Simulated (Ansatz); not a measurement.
**Nb under load (space group I4/mmm): band-structure transport figures**

Consider the following.

```
CELL_PARAMETERS angstrom
     -1.62869     1.62869     1.65988
      1.62869    -1.62869     1.65988
      1.62869     1.62869    -1.65988
ATOMIC_POSITIONS crystal
  Nb 0.00000 0.00000 0.00000
```

Computed with PBEsol with spin-orbit coupling, rigid bands (plane waves, PAW; Ansatz, a first-principles code). Condition of this run: uniaxial stress zz = -3 GPa (compression positive) with spin-orbit coupling (the target of the relaxation). How the cell was made: cell and atoms relaxed with PBEsol, then loaded as said.

```yaml
density of states at the Fermi level: 1.45 states/(eV·cell), both spins
bare Sommerfeld coefficient: 3.4 mJ/(mol of atoms·K²)
drude_plasma_energy: 9.3 eV
root-mean-square Fermi velocity: 6.4e5 m/s
resistivity times τ: 5.6 (x), 5.6 (y), 5.8 (z) ×10⁻²² Ω·m·s
resistivity_times_mean_free_path: 3.8 ×10⁻¹⁶ Ω·m²
```

A metal at this level (no band gap); rigid bands, thermally averaged at 300 K, both spins. τ is one relaxation time for all states; the product of resistivity and mean free path takes one path for all states instead.
